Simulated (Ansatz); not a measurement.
## Nb3Ir, pressure series

The reference is Nb3Ir in the A15 (Cr3Si type) structure (space group Pm-3n, No. 223).

```
CELL_PARAMETERS angstrom
      5.11151     0.00000     0.00000
      0.00000     5.11151     0.00000
      0.00000     0.00000     5.11151
ATOMIC_POSITIONS crystal
  Nb 0.50000 0.25000 0.00000
  Nb 0.50000 0.75000 0.00000
  Nb 0.25000 0.00000 0.50000
  Nb 0.75000 0.00000 0.50000
  Nb 0.00000 0.50000 0.25000
  Nb 0.00000 0.50000 0.75000
  Ir 0.50000 0.50000 0.50000
  Ir 0.00000 0.00000 0.00000
```

Cell and atoms are relaxed at each pressure.

Computed with Kohn–Sham DFT with the PBEsol functional, run in Ansatz (a first-principles code) with PAW and 420 eV plane waves, no SOC.

| pressure (GPa) | volume per atom (Å³/atom) |
|---|---|
| 0 | 16.694 |
| 0.3 | 16.673 |
| 0.7 | 16.645 |
| 1.5 | 16.591 |
| 3 | 16.490 |
| 5 | ? |
| 7.5 | 16.208 |
| 10 | 16.061 |

Fit the third-order Birch–Murnaghan form P(V) = (3B₀/2)[(V₀/V)^(7/3) − (V₀/V)^(5/3)]·[1 + (3/4)(B₀′ − 4)((V₀/V)^(2/3) − 1)] (squares taken in P) to the rows shown and predict the withheld row.

Least squares on the printed values gives V₀ = 16.694 Å³/atom, B₀ = 238 GPa, B₀′ = 4.3; this predicts 16.362 Å³/atom, and the run gives 16.362 Å³/atom, in agreement.

Load acts through the strain it causes; cell and atoms are relaxed under it. Stability against distortions was not tested. No other phases were tried under pressure. All final runs are without spin polarisation.
